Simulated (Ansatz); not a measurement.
Consider Si (space group Ia-3, No. 206).

```xyz
8
Lattice="-3.3008 3.3008 3.3008 3.3008 -3.3008 3.3008 3.3008 3.3008 -3.3008" Properties=species:S:1:pos:R:3 pbc="T T T"
Si     0.6754     0.6754     0.6754
Si    -0.6754     2.6254     0.6754
Si     0.6754    -0.6754     2.6254
Si     2.6254     0.6754    -0.6754
Si     2.6254     2.6254     2.6254
Si     0.6754     3.9762    -0.6754
Si    -0.6754     0.6754     3.9762
Si     3.9762    -0.6754     0.6754
```

Cartesian axes are those of the cell as printed.

Level of theory: PBEsol in Ansatz (plane waves to 420 eV, PAW, no spin-orbit coupling).

Strains are applied to the cell and any free atomic positions relax; under biaxial strain the out-of-plane vector relaxes too.

One change was made to it. Results:

```json
[
 {"quantity": "pressure", "base": "0.0 GPa", "after": "13.4 GPa"},
 {"quantity": "energy relative to the base (free energy F)", "base": "0 meV/atom", "after": "+75 meV/atom"}
]
```

Problem. Which of these changes matches the shifts?
(A) isotropic strain −2.30 %
(B) biaxial strain +3.87 %, plane normal [001], relaxed out of plane
(C) strain tensor (xx, yy, zz, yz, xz, xy) = (−0.56, −0.87, +0.88, +0.10, −1.10, −0.19) %
(D) isotropic strain −3.80 %

Solution. D, isotropic strain −3.80 %. For comparison, the energy relative to the base in the other runs: biaxial strain +3.87 %, plane normal [001], relaxed out of plane gives +31 meV/atom; isotropic strain −2.30 % gives +26 meV/atom; strain tensor (xx, yy, zz, yz, xz, xy) = (−0.56, −0.87, +0.88, +0.10, −1.10, −0.19) % gives +3.1 meV/atom.

Whether these cells are dynamically stable was not tested. This is not the structure that Si has at room temperature and ambient pressure.

Ansatz is an electronic-structure program.
